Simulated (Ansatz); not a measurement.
Checking a run of Ansatz (an electronic-structure program) on BiAs (P4_2/mmc, 4 atoms in the cell). The aim is a self-consistent single point with DFT, LDA (PW92), plane waves, default PAW files made with PBE.

Cell that was meant: a = 4.2846 Å, b = 4.2846 Å, c = 7.5444 Å, α = 90.00°, β = 90.00°, γ = 90.00°.

Part of the input:

Ansatz 0.2 input:
```yaml
    - { symbol: As, position: [0.500000, 0.000000, 0.500000] }
    - { symbol: Bi, position: [0.000000, 0.000000, 0.250000] }
    - { symbol: Bi, position: [0.000000, 0.000000, 0.750000] }
basis:
  ecutwfc: 30
kpoints:
  mp_grid: { grid: [6, 6, 4] }
hamiltonian:
```

Output, abridged:

```
   [... lines left out ...]
PAW frozen core: Bi, regenerated for the run's functional, and the local potential with it
Initial density: superposition of atomic densities (neutral atoms: chi_scale 0, normalization atom), corrected by the library's trained network
Initial wavefunctions: pseudopotential atomic-orbital guess
Eigensolver: davidson
Functional: x = slater, c = lda
SCF iter   1: F=—  HF=-32073.592617 eV  |F-HF|=—  |Δ(HF+E_count)|=         —  Δρ=1.38e0  dr2=2.97e3  ethr=1.77e-3  ⟨swp⟩=1.0  Hψ=1558  notcnv=0
all-band conjugate gradients solve this SCF's bands
preconditioner: auto → LDOS
SCF iter   2: F=—  HF=-29244.196849 eV  |F-HF|=—  |Δ(HF+E_count)|=    2.83e3  S|Δr|=    0.00e0  Δρ=1.92e-1  dr2=1.34e2  ethr=1.77e-3  ⟨swp⟩=5.0  Hψ=5458  notcnv=0  defer=27
   [... lines left out ...]
SCF iter   7: F=—  HF=-29152.213490 eV  |F-HF|=—  |Δ(HF+E_count)|=   2.42e-4  S|Δr|=    0.00e0  Δρ=7.42e-5  dr2=1.95e-5  ethr=8.50e-7  ⟨swp⟩=2.1  Hψ=1475  notcnv=0  defer=32
SCF iter   8: F=—  HF=-29152.213488 eV  |F-HF|=—  |Δ(HF+E_count)|=   1.73e-6  S|Δr|=    0.00e0  Δρ=4.39e-6  dr2=6.20e-8  ethr=1.67e-10  ⟨swp⟩=9.3  Hψ=5673  notcnv=0
SCF iter   9: F=-29152.213488 eV  HF=-29152.213488 eV  |F-HF|=5.42e-10  |Δ(HF+E_count)|=   4.53e-8  S|Δr|=    0.00e0  Δρ=5.11e-7  dr2=8.05e-10  ethr=1.03e-10  ⟨swp⟩=2.3  Hψ=3075  notcnv=0
SCF 1 converged in 9 iterations: F = -29152.213488 eV  dr2 = 8.05e-10
Stability not checked (fill_not_monotonic)
Free energy (F): -29152.213488 eV
Internal energy: -29152.213211 eV  (E = F + TS)
E sigma→0 (E₀):  -29152.213419 eV
Entropy (-TS):   -0.000278 eV (-0.069 meV/atom)
Fermi energy:    25.174166 eV
--- Forces (eV/Å), atoms counted from 1 ---
  atom   1  As     0.00000000    -0.00000000     0.00000000
   [... zero for the other atoms too ...]
--- Stress (GPa, compression-positive) ---
    -1720.318684       0.000000       0.000000
        0.000000   -1720.318684       0.000000
        0.000000       0.000000   -1504.131173
  P = ⅓ Tr σ = -1648.2562 GPa (-16482.562 kbar)
  The stress holds no Pulay correction (an occupied level lies too near the plane-wave cutoff): it is that at fixed plane waves, as pw.x and ABINIT print it
```

Question: Is anything amiss in this input, and did it matter?

Answer: The run is not sound. The fault is this: a cutoff meant in Ry typed as a bare number, read as eV. A bare number is read in the key's own unit, and eV, Ry (13.6 eV) and Ha (27.2 eV) lie far apart, so the setting ends up far from the one that was meant. To fix it, convert the value to the unit that the key expects. The run converged in 9 iterations without an error; against the sound input the free energy rises by 1140 eV/atom and the pressure goes from -2.55 to -1648 GPa.

The sound input it was made from differs as follows (other fixes are possible):
```diff
-basis:
-  ecutwfc: 30
```

With that input, the run converged in 7 iterations: free energy E − TS (on the zero of these files) -33717.1369 eV; Fermi level (on the code's own zero) 7.06 eV; pressure -2.55 GPa (DFT, LDA (PW92), plane waves, default PAW files made with PBE).

On the sound input: the starting cell was generated: these elements placed on a structure prototype, without a prior relaxation; it need not be a known phase or ordering of this composition. Its lattice was rescaled by a random factor within 2.5 % of one. Spin-orbit coupling is off. Ansatz's pressure includes its estimate of the finite-basis (Pulay) stress. The run gives no clean gap (levels at the Fermi energy touch, overlap or are partly filled at this smearing), which alone does not show that the compound is a metal.
